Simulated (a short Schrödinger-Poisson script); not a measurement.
## MOS inversion layer, Al2O3 on p-type Si(100)

Structure: MOS inversion layer, Al2O3 on p-type Si(100), at 300 K.

```csv
layer,material,thickness (nm),Na (cm⁻³)
1,Al2O3,2.7,-
2,Si,1400,8.9e16
```

The device is made up for the run: typed textbook-type constants, with dimensions and the other settings drawn at random. Al2O3: permittivity 9, conduction-band edge (eV) 2.7, gap (eV) 6.8, electron mass (mₑ) 0.3. Si: permittivity 11.7, conduction-band edge (eV) 0, gap (eV) 1.124, Nv at 300 K (cm⁻³) 3.1e19.

Channel valleys (confinement mass, in-plane density-of-states mass, number): Δ2 0.916, 0.19, 2; Δ4 0.19, 0.417, 4. At the gate the conduction-band edge of layer 1 lies 3.28 eV − eVg above the Fermi level of the channel; the field vanishes at the back. Gaps are held at their typed values at every temperature. Mesh 0.03 nm at interfaces.

Solved with a short Schrödinger-Poisson script written for these runs: 1D Poisson equation in equilibrium, electrons quantum, Hartree (BenDaniel-Duke, 12 states a valley, the channel's in-plane mass for all, wave functions ending at the dielectric), parabolic valleys, classical holes, full ionisation, no traps, pinning or gate leakage.

| Vg (V) | electrons (cm⁻²) | C (μF/cm²) | Δ2 E0 (meV) | Δ2 E1 (meV) | Δ4 E0 (meV) | Δ4 E1 (meV) |
|---|---|---|---|---|---|---|
| 0.35 | 4.49e7 | 0.102 | 323.3 | 356.9 | 354.3 | 410.0 |
| 0.45 | 1.64e9 | 0.104 | 228.9 | 264.2 | 261.4 | 319.9 |
| 0.55 | 5.24e10 | 0.339 | 137.9 | 175.1 | 172.2 | 233.5 |
| 0.65 | 4.95e11 | 1.17 | 76.3 | 118.5 | 115.5 | 180.7 |
| 0.75 | 1.37e12 | 1.61 | 44.9 | 94.5 | 91.5 | 160.9 |
| 0.85 | 2.44e12 | 1.82 | 25.1 | 82.0 | 78.9 | 151.9 |
| 0.95 | 3.61e12 | 1.94 | 10.2 | 74.0 | 70.9 | 146.8 |
| 1.05 | 4.85e12 | 2.02 | -1.9 | 68.1 | 65.1 | 143.5 |
| 1.15 | 6.13e12 | 2.08 | -12.5 | 63.6 | 60.5 | 141.2 |
| 1.25 | 7.45e12 | 2.13 | -22.0 | 59.7 | 56.7 | 139.3 |
| 1.35 | 8.78e12 | 2.16 | -30.8 | 56.4 | 53.4 | 137.9 |

Subbands count from the Fermi level.
